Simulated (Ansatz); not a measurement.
System: W-vacancy pair (W on one host Ag site, one Ag site vacant) in fcc Ag (neutral cell). Method: PBE, PAW (plane waves to 420 eV; Ansatz, a quantum-chemistry and plane-wave program).

32-site cell at the relaxed PBE lattice, a 2×2×2 k-point mesh shifted by half a step, smearing 0.10 eV, spin-restricted, no finite-size correction. No zero-point or tunnelling terms. Spin-orbit coupling is left out. Forms of the defect that were not tried may lie lower. The start lies 0.19 eV above the lowest site run (PBE).

Barriers: single points on a 4×4×4 k-point mesh shifted by half a step at the bands' geometries (they differ from the bands' own by up to 0.19 eV, and are uncertain by about as much).

The step: direct exchange of W with the vacancy (W-vacancy distance between ideal sites 2.93 Å throughout). Atoms about the jump, Cartesian Å from the middle of the jump, before and after:

```json
[
 {"atom": "W1", "x0": "0.00", "y0": "-1.06", "z0": "-1.06", "x1": "0.00", "y1": "1.06", "z1": "1.06"},
 {"atom": "Ag2", "x0": "-1.98", "y0": "-0.99", "z0": "1.00", "x1": "-1.98", "y1": "-1.01", "z1": "0.99"},
 {"atom": "Ag3", "x0": "-1.98", "y0": "1.01", "z0": "-0.99", "x1": "-1.98", "y1": "0.99", "z1": "-1.00"},
 {"atom": "Ag4", "x0": "1.98", "y0": "-0.99", "z0": "1.00", "x1": "1.98", "y1": "-1.01", "z1": "0.99"},
 {"atom": "Ag5", "x0": "1.98", "y0": "1.01", "z0": "-0.99", "x1": "1.98", "y1": "0.99", "z1": "-1.00"},
 {"atom": "Ag6", "x0": "0.00", "y0": "1.01", "z0": "-3.08", "x1": "0.00", "y1": "1.00", "z1": "-3.09"},
 {"atom": "Ag7", "x0": "0.00", "y0": "3.09", "z0": "-1.00", "x1": "0.00", "y1": "3.08", "z1": "-1.01"},
 {"atom": "Ag8", "x0": "0.00", "y0": "-3.08", "z0": "1.01", "x1": "0.00", "y1": "-3.09", "z1": "1.00"},
 {"atom": "Ag9", "x0": "0.00", "y0": "-1.00", "z0": "3.09", "x1": "0.00", "y1": "-1.01", "z1": "3.08"}
]
```

Q: Predict the transition state.

A: 
```json
[
 {"atom": "W1", "x": "0.00", "y": "0.00", "z": "-0.01"},
 {"atom": "Ag2", "x": "-2.25", "y": "-1.06", "z": "1.05"},
 {"atom": "Ag3", "x": "-2.25", "y": "1.06", "z": "-1.07"},
 {"atom": "Ag4", "x": "2.25", "y": "-1.06", "z": "1.05"},
 {"atom": "Ag5", "x": "2.25", "y": "1.05", "z": "-1.07"},
 {"atom": "Ag6", "x": "0.00", "y": "0.92", "z": "-2.94"},
 {"atom": "Ag7", "x": "0.00", "y": "2.93", "z": "-0.93"},
 {"atom": "Ag8", "x": "0.00", "y": "-2.94", "z": "0.91"},
 {"atom": "Ag9", "x": "0.00", "y": "-0.93", "z": "2.93"}
]
```
It lies 1.24 eV above the start and 1.24 eV above the end. The saddle point's order was not checked, and it lies on a symmetry element of the cell, where a band can be held.
